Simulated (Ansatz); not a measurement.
System: NiAs-type NiSb. Method: BLYP (Ansatz, a program for electronic structure, PAW).

Numerical settings: plane-wave cutoff 520 eV, 18×18×12 k mesh (along the axes of the cell as run), Fermi–Dirac smearing 0.05 eV, no spin polarisation, scalar-relativistic PAW data made under PBE.

Properties against volume:

Shape and atoms are relaxed at each volume.

| V (Å³/atom) | P (GPa) | c (Å) | a (Å) |
|---|---|---|---|
| 18.177 | 3.98 | 5.243 | 4.002 |
| 18.556 | 1.88 | 5.283 | 4.028 |
| 18.935 | 0.01 | 5.321 | 4.054 |
| 19.314 | -1.65 | 5.359 | 4.080 |
| 19.692 | -3.14 | 5.397 | 4.105 |

Note: the bulk modulus comes from volumes at which shape and atoms were relaxed.
